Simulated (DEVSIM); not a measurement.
# abrupt Si n-p junction

Device: abrupt Si n-p junction, at 300 K.

```tsv
layer (left to right)	material	thickness (μm)	Nd (cm⁻³)	Na (cm⁻³)	τn (s)	τp (s)
1	Si	140	1.6e16	-	0.00088	0.00088
2	Si	140	-	3e14	0.00088	0.00088
```

Left contact: ohmic. Right contact: ohmic. Voltage is applied to the left contact. Recombination: SRH at mid-gap, Auger. Mobility is constant in doping.

This is a model device: material constants are rounded textbook-type values typed into the input, and sizes, dopings and lifetimes were drawn at random. Values at 300 K.

```
parameter           Si
-------------  -------
gap (eV)         1.124
affinity (eV)     4.05
permittivity      11.7
Nc (cm⁻³)      2.86e19
Nv (cm⁻³)       3.1e19
μn (cm²/Vs)       1417
μp (cm²/Vs)        470
Cn (cm⁶/s)     2.8e-31
Cp (cm⁶/s)     9.9e-32
```

Model (solved in DEVSIM): 1D drift-diffusion, Boltzmann statistics, complete ionisation; no tunnelling, impact ionisation, image-force lowering or self-heating.

```
Quantity                                          Result
---------------------------------------------  ---------
Potential step across the device at zero bias    0.632 V
Largest field in the device at zero bias       9200 V/cm
Dark forward voltage at 1 A/cm²                  0.623 V
Dark forward voltage at 100 A/cm²                1.321 V
```

Small-signal capacitance in reverse bias (quasi-static):

```csv
V (V),C (nF/cm²)
0.04,6.40
0.1,6.09
0.2,5.66
0.3,5.32
0.4,5.03
0.6,4.57
0.8,4.22
1,3.94
1.3,3.61
1.6,3.35
2,3.08
```

Dark forward current:

```csv
V (V),J (A/cm²)
-0.05,-1.0e-9
-0.15,-5.5e-8
-0.20,-3.8e-7
-0.30,-1.8e-5
-0.40,-0.00086
-0.45,-0.0058
-0.55,-0.18
-0.60,-0.63
-0.70,-3.7
-0.80,-11
-0.85,-15
-0.95,-27
-1.05,-43
-1.10,-52
-1.20,-72
-1.25,-83
-1.35,-110
-1.45,-130
-1.50,-150
-1.60,-180
```
